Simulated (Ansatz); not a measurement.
## Al2Cu: pressure 7.5 GPa

Take Al$_{2}$Cu (space group Fm-3m, No. 225; a = 5.7267 Å; a cell from a computed database, its experimental status unchecked) as the base.

Modification: a hydrostatic pressure of 7.5 GPa.

Level of theory: PBEsol, PAW, 420 eV (Ansatz, a first-principles code; spin-orbit coupling left out). Settings: 14×14×14 k-points, 0.05 eV Fermi–Dirac smearing.

The lattice parameter a shrinks by 0.1184 Å, from 5.727 Å to 5.608 Å and the enthalpy H = E + PV relative to the base's energy comes out as +0.71 eV/atom. The band gap stays zero.

Final structure:

```xyz
3
Lattice="0.0000 2.8042 2.8042 2.8042 0.0000 2.8042 2.8042 2.8042 0.0000" Properties=species:S:1:pos:R:3 pbc="T T T"
Al     1.4021     1.4021     1.4021
Al     4.2062     4.2062     4.2062
Cu     2.8042     2.8042     2.8042
```

Load acts through the strain it causes; cell and atoms are relaxed under it. Whether these cells are dynamically stable was not tested. No other phases were tried under pressure. The base started in I4/mmm and relaxed to Fm-3m at this level. The final runs are not spin-polarised.
